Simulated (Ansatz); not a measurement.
The starting structures come from a database of crystals and need not be the phases stable at ambient conditions.

By PBEsol, the system below comes out a metal.

A figure of merit of an interconnect metal is its ballistic conductance per area.

Given:

```yaml
crystal:
  lattice:
    - [2.94609, 0.00000, 0.00000]
    - [-1.47304, 2.55139, 0.00000]
    - [1.47305, 0.85046, 7.20465]
  atoms:
    - { symbol: Ag, position: [0.00000, 0.00000, 0.00000] }
    - { symbol: Ag, position: [0.44457, 0.22228, 0.33315] }
    - { symbol: Ag, position: [0.55543, 0.77772, 0.66685] }
```

Space group of this cell: R-3m. The cell is taken as given; by PBEsol its mean pressure is -7.5 GPa.

The current flows along the normal of the first two printed cell vectors, the (001) plane of the conventional cell. No spin-orbit coupling; the value is a mean over 0.1 eV about the Fermi level.

**Question.** Estimate the ballistic conductance per area that PBEsol (Ansatz, a quantum-chemistry and plane-wave program) returns for this system.

**Answer.** 0.82 × 10¹⁵ S/m² for both spins.
